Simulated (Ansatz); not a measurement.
Input:

```yaml
crystal:
  lattice:
    - [0.00000, 2.59084, 2.59084]
    - [2.59084, 0.00000, 2.59084]
    - [2.59084, 2.59084, 0.00000]
  atoms:
    - { symbol: Mg, position: [0.00000, 0.00000, 0.00000] }
    - { symbol: S, position: [0.50000, 0.50000, 0.50000] }
```

Method: PBEsol, rigid bands (plane waves, PAW, scalar-relativistic; Ansatz, a first-principles code). Cell: cell and atoms relaxed with PBEsol.

**Question.** What conductivity effective mass do dilute holes have at 300 K?

**Answer.** 1.00 mₑ.

**Question.** Predict the electron conductivity mass (n e² τ/σ) at 300 K, by direction if it differs.

**Answer.** 0.35 mₑ.

**Question.** And the band gap?

**Answer.** 2.73 eV at this level; semilocal functionals usually fall short of the measured gap.

Rigid bands, one relaxation time for all states, no polarons. Spin-orbit coupling is left out; where it splits the top of the valence band it changes the hole mass and lowers the gap by about a third of the splitting.
